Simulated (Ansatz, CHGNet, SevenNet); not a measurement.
# How well does each level of theory give the elastic constant C11 of C11b MoSi₂?

Reference value: 417 GPa (measured, temperature not stated, not corrected to a static lattice; as tabulated in Friák et al. (2018), doi:10.3390/nano8121057).

| level (code) | value (GPa) | cell (Å³/atom) |
|---|---|---|
| CHGNet 0.3.0 | 247 | 13.59 |
| SevenNet-0 | 261 | 13.63 |
| SevenNet-l3i5 | 282 | 13.61 |
| LDA (Ansatz) | … | 13.06 |
| BLYP (Ansatz) | 341 | 14.25 |
| PBE (Ansatz) | … | 13.58 |
| PBEsol (Ansatz) | 416 | 13.27 |
| revPBE (Ansatz) | … | 13.71 |
| PBE-D3(BJ) (Ansatz) | 421 | 13.13 |

Q: Complete the blanks.

A: 
- LDA (Ansatz, an electronic-structure program), value (GPa): 428
- PBE (Ansatz), value (GPa): 393
- revPBE (Ansatz), value (GPa): 385

Differences against the reference: CHGNet 0.3.0 -41 %, SevenNet-0 -37 %, SevenNet-l3i5 -32 %, LDA +2.6 %, BLYP -18.2 %, PBE -5.8 %, PBEsol -0.2 %, revPBE -7.7 %, PBE-D3(BJ) +1.0 %.

The reference's temperature isn't stated, so close values are not ranked against it. Off by more than 25 %, or 35 % on the side where a correction would as a rule narrow the miss (bounds picked here): CHGNet 0.3.0 (-41 %), SevenNet-0 (-37 %), SevenNet-l3i5 (-32 %).

The measured value isn't corrected to a static lattice, so vibrations enter the comparison. A static lattice is as a rule stiffer than a warm one, by over a tenth in soft solids.  PBE-D3(BJ): the dispersion coefficients are held fixed in the derivatives. Each level is taken at its own relaxed cell. Ansatz's density-functional and Hartree–Fock values are scalar-relativistic unless marked +SOC, with PAW data made under PBE.

Machine-learned potentials (CHGNet 0.3.0, SevenNet-0, SevenNet-l3i5) are trained on DFT data: a solid inside that data is no test of them.

Differences are worked out from the printed values.
